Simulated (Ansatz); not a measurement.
The reference is ZnS in the zinc blende structure (space group F-43m, No. 216; a = 5.3565 Å).

Method: PBEsol (Ansatz, a quantum-chemistry and plane-wave program), spin-orbit coupling left out.

For the base:

```
Property                          Value
-----------------------------  --------
Width of the top valence band   2.86 eV
Volume per atom                19.21 Å³
```

The change: a hydrostatic pressure of 9 GPa.

### Question
Predict the new width of the top valence band, volume per atom and mean gap deformation potential ΔEg/Δln V.

### Answer
The width of the top valence band grows by 0.38 eV (2.86 eV → 3.24 eV); the volume per atom decreases by 1.70 Å³, from 19.21 Å³ to 17.51 Å³; the mean gap deformation potential ΔEg/Δln V is -4.4 eV.

Load acts through the strain it causes; cell and atoms are relaxed under it. Whether these cells are dynamically stable was not tested. Tetrahedral semiconductors of this kind turn to denser phases somewhere between about 1 and 50 GPa; those were not computed, so compressed cells here can lie past the real transition.
